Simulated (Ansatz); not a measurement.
**Pressure series in MoSe2**

The parent structure is MoSe2 in the 2H-MoS2 type structure (space group P6_3/mmc, No. 194; layered, stacked along the Cartesian z axis).

```yaml
crystal:
  lattice:
    - [3.27711, 0.00000, 0.00000]
    - [-1.63855, 2.83806, 0.00000]
    - [0.00000, 0.00000, 12.73180]
  atoms:
    - { symbol: Mo, position: [0.33333, 0.66667, 0.25000] }
    - { symbol: Mo, position: [0.66667, 0.33333, 0.75000] }
    - { symbol: Se, position: [0.33333, 0.66667, 0.61852] }
    - { symbol: Se, position: [0.66667, 0.33333, 0.11852] }
    - { symbol: Se, position: [0.66667, 0.33333, 0.38148] }
    - { symbol: Se, position: [0.33333, 0.66667, 0.88148] }
```

Cell and atoms are relaxed at each pressure.

The values are results of Kohn–Sham DFT with the PBE-D3(BJ) functional, run in Ansatz (a first-principles code) with PAW and 420 eV plane waves, without spin-orbit coupling, not measurements.

For the base:

The band gap is 0.74 eV.

**Question.** The aim is a band gap between 0.80 eV and 0.88 eV. Which of these changes reaches it?
A) pressure −2 GPa
B) pressure 15 GPa
C) pressure 2.1 GPa
D) pressure 30 GPa
E) pressure −1 GPa

**Answer.** E, pressure −1 GPa. It gives 0.83 eV; pressure 15 GPa gives 0.16 eV; pressure −2 GPa gives 0.98 eV; pressure 30 GPa gives zero; pressure 2.1 GPa gives 0.61 eV. Changes not listed may reach it too

The mesh was chosen for an insulator and is coarse for the gapless case. Load acts through the strain it causes; cell and atoms are relaxed under it. No phonon test of stability was made. No other phases were tried under pressure. All final runs are without spin polarisation. The zero or small gap of MoSe2 under pressure 15 GPa and MoSe2 under pressure 30 GPa can change with the level of theory.
